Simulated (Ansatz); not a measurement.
Where the default PAW files enter, the runs use the earlier of Ansatz's two default sets.

By PBEsol, the system below comes out a metal.

Without scattering a metal conducts by its projected Fermi surface.

Input:

```
CELL_PARAMETERS angstrom
      3.53021     0.00000     0.00000
      0.00000     3.56517     0.00000
      1.76510     0.00000     6.96206
ATOMIC_POSITIONS crystal
  Ti 0.89688 0.75000 0.20624
  Ti 0.10312 0.25000 0.79376
  Si 0.55825 0.75000 0.88350
  Si 0.44175 0.25000 0.11650
  Si 0.24969 0.75000 0.50062
  Si 0.75031 0.25000 0.49938
```

Space group of this cell: Cmcm. The cell is strained (lengths along the current scaled by 1.03, ions clamped); by PBEsol its mean pressure is -5.4 GPa.

The current flows along the normal of the first two printed cell vectors. No spin-orbit coupling; the value is a mean over 0.1 eV about the Fermi level.

Question: Compute, with PBEsol (Ansatz, a program for electronic structure), the ballistic conductance per area.

Answer: 0.21 × 10¹⁵ S/m² for both spins.
